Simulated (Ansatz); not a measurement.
## ZnS: band gap against strain

ZnS (zinc blende, F-43m, 20.162 Å³/atom at rest, cube axes along x, y and z) under an equal strain ε along all three axes. PBE in Ansatz, a plane-wave DFT program (PAW, default set), 420 eV, 10×10×10 Γ-centred mesh, Fermi-Dirac smearing 0.05 eV; ions are relaxed within the symmetry of each cell. Gaps are the smallest over the k-mesh and a band path, without spin-orbit coupling; in all rows the valence edge lies at Γ and the conduction edge at Γ.

Here s stands for strain and Eg for gap.

| strain (%) | gap (eV) |
|---|---|
| -1.50 | 2.212 |
| -1.00 | 2.146 |
| -0.50 | 2.080 |
| 0.00 | 2.015 |
| 0.50 | 1.952 |
| 1.00 | 1.889 |
| 1.50 | 1.826 |
| 3.00 | ? |

Question: Using a straight line, estimate the missing Eg at s = 3.00 from the other rows, showing the fit.

Answer: Means: s 0, Eg 2.0171. About the means, the sum of products is -0.90000 and the sum of squares of s is 7.0000; the slope is their ratio. Least squares gives Eg = 2.0171 - 0.12857·s. Residuals (row less fit): 0.0020, 0.0003, -0.0014, -0.0021, -0.0008, 0.0005, 0.0018; standard error 0.0017 (degrees of freedom: 5). Over these rows the gap moves by -13 ± 0.06 eV per unit strain, or -4.3 eV per unit of ln V. At the withheld row, Eg = 2.0171 - 0.12857 × 3.0 = 1.6314 eV. The calculation gives 1.644 eV, 0.0126 eV above the prediction (2.2 % of the range of Eg in the table). The row lies outside the fitted rows, so this is an extrapolation. From the scatter of the fitted rows alone, a prediction at this place has a standard error of 0.0027 eV, so the miss is 4.7 times that.

One order more, fitted to all 13 runs of the series, follows each within 0.001, so the miss is the next term of a smooth law. Other structures, which can take over under pressure, weren't tried. Rows are the converged runs of the series near zero and its far end; series whose fitted rows scatter by over a few per cent of the range, as at a crossing or softening among them, aren't shown in this form. Most that stay on the fit to the last digits aren't either.
